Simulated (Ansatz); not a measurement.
The parent structure is BN in the wurtzite structure (space group P6_3mc, No. 186; a = 2.5545 Å, c = 4.2246 Å). Axes: x lies along a and z along c of the hexagonal cell.

Level of theory: Ansatz (a quantum-chemistry and plane-wave program) PBE, spin-orbit coupling left out.

Strains are applied to the cell and any free atomic positions relax; under biaxial strain the out-of-plane vector relaxes too.

One change was made to it. Results:

The valence-band top at Γ (three highest levels, from the VBM) becomes 0.00, 0.00, -0.36 eV (base: 0.00, 0.00, -0.26 eV); the band gap drops by 0.28 eV (5.23 eV → 4.95 eV); the gap character stays indirect, Γ → K.

Question: What was done to the base?
A. biaxial strain +2.49 %, plane normal [001], relaxed out of plane
B. isotropic strain −3.98 %
C. uniaxial strain ε_zz = −4.29 %

Answer: B, isotropic strain −3.98 %. For comparison, the band gap in the other runs: uniaxial strain ε_zz = −4.29 % gives 5.42 eV; biaxial strain +2.49 %, plane normal [001], relaxed out of plane gives 5.38 eV.

Whether these cells are dynamically stable was not tested.
